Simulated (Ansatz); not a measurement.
# Effect of Mg on a Zr site, symmetric start on ZrO2

The reference is a 27-atom supercell of ZrO2 in the fluorite structure (space group Fm-3m, No. 225; a = 5.116 Å) at its relaxed geometry.

Modification: a neutral Mg on a Zr site, symmetric start, atoms relaxed at fixed cell.

Computed with Ansatz (a program for electronic structure) PBE, no SOC, earlier PAW set. Settings: 5×5×5 k-points, 0.01 eV Fermi–Dirac smearing.

```yaml
pressure: 0.4 GPa (base 0.0 GPa)
gap_of_the_supercell: zero (base 3.32 eV)
total_moment_of_the_cell: 0.0 μB
energy_gained_by_relaxation: 0.23 eV
largest_displacement_of_a_host_atom_from_its_site_in_the_perfect_cell: 0.05 Å
mean_distance_from_the_defect_site_to_its_nearest_host_atoms: 2.26 Å (base 2.22 Å)
```

Cost of the whole job for the changed cell (relaxation, final SCF and bands): roughly 16 core-minutes.

The magnetic state is the one reached from the starting moments; the real material's order can differ, and small cells can't hold many antiferromagnetic ones. In so small a cell the defect repeats every few ångströms: this is an ordered compound, not a dilute defect. The mesh was chosen for an insulator and is coarse for the gapless case. The defect started on the symmetric site and kept its symmetry, so it may sit on a saddle. Seeded moments were not kept for Mg on a Zr site. The defect cell is spin-polarised and ends with 0.0 μB. This is not the structure that ZrO2 has at room temperature and ambient pressure.
